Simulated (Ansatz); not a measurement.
Convergence study of the plane-wave cutoff for ScF3 (R3, 4 atoms in the cell)

```yaml
crystal:
  lattice:
    - [2.86541, 1.65434, 2.33814]
    - [-2.86541, 1.65434, 2.33814]
    - [0.00000, -3.30869, 2.33814]
  atoms:
    - { symbol: Sc, position: [0.00713, 0.00713, 0.00713] }
    - { symbol: F, position: [0.50000, 0.00193, 0.99807] }
    - { symbol: F, position: [0.99807, 0.50000, 0.00193] }
    - { symbol: F, position: [0.00193, 0.99807, 0.50000] }
```

Method of the run: LDA (PW92), default PAW files made with PBE (plane waves; Ansatz, an electronic-structure program).

Base settings: basis.ecutwfc = 420 eV; kpoints.mp_grid.grid = 6 6 6; hamiltonian.xc = lda; hamiltonian.pseudopotentials = {kind: paw} (the program's default PAW files); scf.occupations.method = fixed.

The second cell is the first with its lattice scaled by 0.98.

The mesh stays at the base's, so the ladder's end is converged at best in this setting alone.

The first pressure column holds Ansatz's estimate of the finite-basis (Pulay) stress, which hides part of the cutoff error; the other is without it.

Only quantities that move along the ladder and can be compared are tabulated.

The count of work is k-points × plane waves × bands × iterations; it is no time. 

The starting cell comes from a database of computed structures (which also holds hypothetical and non-ambient phases and stackings), without a prior relaxation at this level. Its lattice was rescaled by up to half a per cent. One atom was moved a little off its site on purpose. In the base run, with a pressure of about -5 GPa the cell is away from its equilibrium volume at this level.

Steps (basis.ecutwfc): 145 eV; 170 eV; 190 eV; 210 eV; 230 eV; 250 eV; 295 eV; 335 eV; 380 eV; 420 eV; 460 eV; 505 eV; 565 eV; 630 eV; 735 eV; 840 eV; 1010 eV.

What is the coarsest basis.ecutwfc that holds the pressure without the Pulay estimate within 0.2 GPa of the last step, with all finer ones?

460 eV, at 0.30 of the last step's count of work; the step before is off by 0.74 GPa.

What is the coarsest basis.ecutwfc that holds the energy of the compressed cell less the first within 0.2 meV/atom of the last step, with all finer ones?

420 eV, at 0.26 of the last step's count of work; the step before is off by 0.55 meV/atom.

What is the coarsest basis.ecutwfc that holds the forces within 0.02 eV/Å of the last step, with all finer ones?

335 eV, at 0.19 of the last step's count of work; the step before is off by 0.057 eV/Å.

```csv
basis.ecutwfc,free energy less the last step's (meV/atom),energy of the compressed cell less the first (meV/atom),pressure (GPa),pressure without the Pulay estimate (GPa),largest difference of a force vector from the last step's (eV/Å),count of work / last
145 eV,33847.42,105.30,16.60,-708.71,0.213,0.058
170 eV,18568.16,226.49,14.70,-487.14,0.663,0.079
190 eV,11324.71,6.29,1.71,-349.17,0.580,0.090
210 eV,6754.84,64.31,-7.16,-242.41,0.411,0.093
230 eV,4055.97,-58.74,-9.19,-167.28,0.178,0.10
250 eV,2365.28,-38.43,-9.02,-112.35,0.045,0.13
295 eV,660.88,-27.06,-5.93,-44.03,0.057,0.15
335 eV,178.95,-15.22,-5.35,-18.57,0.003,0.19
380 eV,34.98,-16.88,-5.40,-8.68,0.000,0.23
420 eV,7.39,-16.22,-5.38,-6.11,0.001,0.26
460 eV,2.55,-16.29,-5.37,-5.47,0.001,0.30
505 eV,2.03,-16.26,-5.36,-5.37,0.001,0.35
565 eV,1.91,-16.28,-5.37,-5.37,0.001,0.41
630 eV,1.79,-16.30,-5.37,-5.37,0.000,0.48
735 eV,1.45,-16.32,-5.37,-5.40,0.000,0.60
840 eV,0.61,-16.32,-5.37,-5.41,0.000,0.76
1010 eV,0.00,-16.33,-5.37,-5.37,0.000,1.0
```

The energy difference between the two cells stays within 1 meV/atom of the last step's from 380 eV on, the total only from 840 eV on: much of the error is common to both cells and cancels.

At the lowest cutoff the pressure without the Pulay estimate lies 703 GPa under the last step's, the usual sign of Pulay stress in an incomplete plane-wave basis.

Keys are those of Ansatz 0.2.
